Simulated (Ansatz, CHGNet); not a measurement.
For B20 (FeSi-type) CoSi, the machine-learned potential CHGNet-r²SCAN (trained on r²SCAN data) gives:

- equilibrium lattice constant a: 4.389 Å
- formation enthalpy: -0.509 eV/atom

Q: What does r²SCAN (Ansatz, a first-principles code, PAW) give for the same quantities?

A: 
- lattice constant a: 4.383 Å (drops by 0.1 %)
- formation enthalpy: -0.493 eV/atom (moves by +0.016 eV/atom)

For comparison: lattice constant a 4.444 Å (measured, temperature not stated, no zero-point or thermal correction; as tabulated in Wikipedia's data pages); formation enthalpy -0.511 ± 0.01 eV/atom (measured, 298 K, copied from a table, unchecked, no zero-point or thermal correction; as tabulated in Wang et al. (2021), doi:10.1038/s41598-021-94550-5).

Changes are worked out from the printed values.

Unless a cell is named, each level is at its own relaxed cell (CHGNet-r²SCAN 10.57, r²SCAN 10.53 Å³/atom).

The crystal itself was run without spin with r²SCAN.

Ansatz's density-functional and Hartree–Fock values are scalar-relativistic unless marked +SOC, with PAW data made under PBE.
